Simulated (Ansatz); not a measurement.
Consider SbO₂ (space group C2/c, No. 15).

```
SbO2
1.0
    6.03355    -2.43492     0.00000
    6.03355     2.43492     0.00000
   -1.37420     0.00000     5.22990
Sb O
4 8
Direct
  0.28060   0.71940   0.75000
  0.71940   0.28060   0.25000
  0.00000   0.50000   0.00000
  0.50000   0.00000   0.50000
  0.31934   0.49350   0.03261
  0.68066   0.50650   0.96739
  0.50650   0.68066   0.46739
  0.49350   0.31934   0.53261
  0.75896   0.86442   0.82779
  0.24104   0.13558   0.17221
  0.13558   0.24104   0.67221
  0.86442   0.75896   0.32779
```

Cartesian axes are those of the cell as printed.

Method: PBEsol (Ansatz, an electronic-structure program; PAW; 420 eV plane waves; spin-orbit coupling left out).

Modification: uniaxial strain ε_yy = +1.19 %, all other strain components held at zero; the atoms relax in the strained cell.

Q: Predict the stress tensor and what it implies for the stiffness.

A: Stress of the strained cell less that of the base (GPa, compression positive):
```
  -0.62    0.00    0.05
   0.00   -2.11    0.00
   0.05    0.00   -0.71
```

Then −Δσ_ii/ε with ε = 0.0119 gives relaxed-ion elastic constants: C22 ≈ 177 GPa, C12 ≈ 52 GPa and C23 ≈ 59 GPa.

Whether these cells are dynamically stable was not tested.
